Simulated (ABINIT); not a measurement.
Input and output of a self-consistent single point for KCaCl3 (Cm, 5 atoms in the cell) (ABINIT).

Level of theory: PBEsol, norm-conserving pseudopotentials (PseudoDojo nc-sr-04 PBEsol standard) (plane waves; ABINIT).

```yaml
crystal:
  lattice:
    - [3.82287, -3.82431, 0.00000]
    - [3.82287, 3.82431, 0.00000]
    - [-0.00053, 0.00000, 5.40652]
  atoms:
    - { symbol: K, position: [0.99805, 0.99805, 0.99998] }
    - { symbol: Ca, position: [0.49789, 0.49789, 0.48521] }
    - { symbol: Cl, position: [0.49552, 0.99942, 0.48278] }
    - { symbol: Cl, position: [0.99942, 0.49552, 0.48278] }
    - { symbol: Cl, position: [0.50729, 0.50729, 0.98514] }
```

Reference input (self-consistent single point, DFT, PBEsol, plane waves, norm-conserving pseudopotentials (PseudoDojo nc-sr-04 PBEsol standard)): pseudos = [K.upf, Ca.upf, Cl.upf]; ecut = 37 Ha; occopt = 1; ngkpt = 3 3 3; nshiftk = 1; shiftk = 0 0 0; potentials = PseudoDojo nc-sr-04 PBEsol standard; nband = 23; kptopt = 1; nstep = 60; tolvrs = 1e-10. This run's input differs from it in these lines:

```diff
@@ -23,3 +23,3 @@
 kptopt 1
-ngkpt 3 3 3
+ngkpt 4 4 4
 nshiftk 1
```

Output (repeated stretches shortened):

```
--- !BeginCycle
solver: {iscf: 7, nstep: 60, nline: 4, wfoptalg: 0, }
tolerances: {tolvrs: 1.00E-10, }
...

     iter   Etot(hartree)      deltaE(h)  residm     vres2
 ETOT  1  -118.05342320320    -1.181E+02 3.565E-02 3.131E+02
 ETOT  2  -118.11271558355    -5.929E-02 3.781E-02 7.031E+01
 ETOT  3  -118.11787028209    -5.155E-03 5.566E-03 2.116E+01
 ETOT  4  -118.11831257483    -4.423E-04 3.378E-03 3.348E+00
 ETOT  5  -118.11837852187    -6.595E-05 1.315E-03 2.597E-01
   [... 6 lines left out ...]
 ETOT 12  -118.11838446082    -6.054E-12 3.300E-04 1.076E-08
 ETOT 13  -118.11838446082     6.253E-13 3.817E-04 1.453E-09
 ETOT 14  -118.11838446082    -5.116E-13 3.432E-04 1.489E-10
 ETOT 15  -118.11838446082     1.535E-12 3.821E-04 1.058E-11
 At SCF step   15       vres2   =  1.06E-11 < tolvrs=  1.00E-10 =>converged.

 Cartesian components of stress tensor (hartree/bohr^3)
  sigma(1 1)=  4.57856606E-05  sigma(3 2)=  0.00000000E+00
  sigma(2 2)=  4.57109660E-05  sigma(3 1)= -4.46361932E-08
  sigma(3 3)=  4.58299765E-05  sigma(2 1)=  0.00000000E+00

 ----iterations are completed or convergence reached----

 reduced coordinates (array xred) for    5 atoms
       0.998050000005      0.998050000005      0.999980000000
       0.497889999997      0.497889999997      0.485210000000
       0.495520000005      0.999420000005      0.482780000000
       0.999420000005      0.495520000005      0.482780000000
       0.507290000003      0.507290000003      0.985140000000
 cartesian forces (eV/Angstrom) at end:
    1     -0.01331325608963    -0.00000000000000     0.02490763858488
   [... lines left out ...]
 Fermi (or HOMO) energy (hartree) =  -0.00575   Average Vxc (hartree)=  -0.28574
   [... lines left out ...]
total_energy        : -1.18118384460820E+02
total_energy_eV     : -3.21416470048644E+03
band_energy         : -1.53444732012094E+01
...

-Cartesian components of stress tensor (GPa)         [Pressure= -1.3468E+00 GPa]
- sigma(1 1)=  1.34706042E+00  sigma(3 2)=  0.00000000E+00
- sigma(2 2)=  1.34486283E+00  sigma(3 1)= -1.31324192E-03
- sigma(3 3)=  1.34836423E+00  sigma(2 1)=  0.00000000E+00

 Calculation completed.
```

The run converged in 15 iterations. Against the reference run the free energy hardly moves (within 1 meV/atom), the pressure hardly changes (-1.33 to -1.35 GPa), the largest force stays at 0.050 eV/Å and the gap on the mesh goes from 4.771 to 4.633 eV.

The starting cell comes from a database of computed structures (which also holds hypothetical and non-ambient phases and stackings), without a prior relaxation at this level.

Cost on one core of a shared machine: roughly 3 min.
